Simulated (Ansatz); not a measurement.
**CoO (model structure, F-43m, No. 216, 2 atoms in the cell)**

Method: r²SCAN+rVV10 (PAW; Ansatz, a program for electronic structure).

Numerical settings: plane-wave cutoff 560 eV, 22×22×22 k mesh, Fermi–Dirac smearing 0.05 eV, spin-polarised with parallel moments, scalar-relativistic PAW data made under PBE.

Cell (relaxed at this level):

```
CoO
1.0
    0.00000     2.26316     2.26316
    2.26316     0.00000     2.26316
    2.26316     2.26316     0.00000
O Co
1 1
Direct
  0.75000   0.75000   0.75000
  0.00000   0.00000   0.00000
```
Starting moments (μB, in the order of the record's atoms O Co): 0.0 3.0.

```
Item                           Result
--------  ---------------------------
band gap  0.24 eV (on the SCF k mesh)
```

Note: the magnetic order was assumed, not searched for or taken from measurement; the relaxation could raise the start's symmetry but not lower it, so the cell can be a saddle point; without U or exact exchange, gaps and moments of open d shells tend to come out too small.

The computed numbers hold no vibrational or temperature effects.

Cost on a shared machine: around 6 core-minutes (rough).

A model structure was made by putting elements into a prototype or built by hand; it is no filed structure, need not be a known phase, and can be a saddle point held by its symmetry.
